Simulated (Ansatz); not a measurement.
Checking a run of Ansatz (a program for electronic structure) on K₂CuBiCl₆ (Fm-3m, 10 atoms in the cell). The aim is a self-consistent single point with DFT, PBEsol, plane waves, default PAW files made with PBE.

Cell that was meant: a = 7.4007 Å, b = 7.4007 Å, c = 7.4007 Å, α = 60.00°, β = 60.00°, γ = 60.00°.

Part of the input:

Ansatz 0.2 input:
```yaml
    - { symbol: Cl, position_ang: [5.23310500, 5.23310500, 2.72728500] }
    - { symbol: Cl, position_ang: [5.23310500, 5.23310500, 7.73892500] }
basis:
  ecutwfc: 145.0
kpoints:
  mp_grid: { grid: [5, 5, 5] }
hamiltonian:
```

Output (repeated stretches shortened):

```
   [... lines left out ...]
PAW frozen core: Cl, regenerated for the run's functional, and the local potential with it
Initial density: superposition of atomic densities (neutral atoms: chi_scale 0, normalization atom), corrected by the library's trained network
Initial wavefunctions: pseudopotential atomic-orbital guess
Eigensolver: davidson
Functional: x = pbesol(κ = 0.804, μ = 0.12345679012345678), c = pbesol(β = 0.046)
SCF iter   1: F=—  HF=-28077.094979 eV  |F-HF|=—  |Δ(HF+E_count)|=         —  Δρ=2.86e-1  dr2=1.33e2  ethr=1.77e-3  ⟨swp⟩=5.0  Hψ=2033  notcnv=0  defer=75
all-band conjugate gradients solve this SCF's bands
   [... lines left out ...]
SCF iter   8: F=—  HF=-28032.433102 eV  |F-HF|=—  |Δ(HF+E_count)|=   2.29e-4  Δρ=4.11e-5  dr2=4.66e-6  ethr=5.03e-8  ⟨swp⟩=2.0  Hψ=882  notcnv=0  defer=56
SCF iter   9: F=—  HF=-28032.433110 eV  |F-HF|=—  |Δ(HF+E_count)|=   8.34e-6  Δρ=7.37e-6  dr2=1.78e-7  ethr=4.95e-9  ⟨swp⟩=2.0  Hψ=725  notcnv=0  defer=56
SCF iter  10: F=-28032.433111 eV  HF=-28032.433111 eV  |F-HF|=5.93e-9  |Δ(HF+E_count)|=   5.34e-7  Δρ=2.56e-6  dr2=1.67e-8  ethr=1.06e-10  ⟨swp⟩=14.1  Hψ=2472  notcnv=0
SCF 1 converged in 10 iterations: F = -28032.433111 eV  dr2 = 1.67e-8
Free energy (F): -28032.433111 eV
Internal energy: -28032.433111 eV  (E = F + TS)
E sigma→0 (E₀):  -28032.433111 eV
Fermi energy:    2.323293 eV
--- Forces (eV/Å), atoms counted from 1 ---
  atom   1  K      0.00000000     0.00000000    -0.00000000
  atom   2  K      0.00000000    -0.00000000     0.00000000
  atom   3  Cu     0.00000000    -0.00000000    -0.00000000
  atom   4  Bi     0.00000000    -0.00000000    -0.00000000
  atom   5  Cl    -0.81598190    -0.00000000     0.00000000
  atom   6  Cl     0.81598190     0.00000000     0.00000000
  atom   7  Cl     0.00000000    -0.81598190     0.00000000
  atom   8  Cl    -0.00000000     0.81598190     0.00000000
   [... lines left out ...]
  atom  10  Cl     0.00000000     0.00000000     0.81598190
--- Stress (GPa, compression-positive) ---
       -4.297179       0.000000       0.000000
       -0.000000      -4.297179      -0.000000
        0.000000      -0.000000      -4.297179
  P = ⅓ Tr σ = -4.2972 GPa (-42.972 kbar)
  The stress holds the Pulay correction. Without it, at fixed plane waves, as pw.x and ABINIT print it: P = -418.7977 GPa
```

Problem. Is this run sound? If not, what is wrong?

Solution. The run is not sound. The fault is a basis or grid far too coarse for these potentials. The error of an incomplete plane-wave basis or grid does not cancel at such settings. To fix it, restore the cutoff that the potentials need and check convergence. The run converged in 10 iterations without an error; against the sound input the free energy goes up by 20.8 eV/atom, the pressure goes from -1.76 to -4.30 GPa, the largest force goes from 0.078 to 0.816 eV/Å and the gap on the mesh goes from 1.073 to 2.911 eV. The full log also holds (shortened here): “WARN: iter 1: σ=0 fill of 47 bands saw a band overlap (occupied 7.1716 eV > unoccupied 6.5539 eV) — on an unconverged iterate often a transient of an (band_overlap_at_count)”. At a fixed set of plane waves, without the program's Pulay estimate, the pressure is -418.80 GPa against -1.78 GPa.

An input that runs soundly differs in these lines (not the only fix; some lines may just follow from the change or write a value another way):
```diff
-  ecutwfc: 145.0
+  ecutwfc: 30.9 Ry
```

With that input, the run converged in 9 iterations: free energy E − TS (on the zero of these files) -28239.9831 eV; top of the valence band (on the code's own zero) 4.29 eV; gap on the k-point mesh 1.07 eV; pressure -1.76 GPa; largest force (vector length) 0.078 eV/Å (DFT, PBEsol, plane waves, default PAW files made with PBE).

On the sound input: the starting cell comes from a database of computed structures (which also holds hypothetical and non-ambient phases and stackings), without a prior relaxation at this level. Spin-orbit coupling is off. Ansatz's pressure includes its estimate of the finite-basis (Pulay) stress.
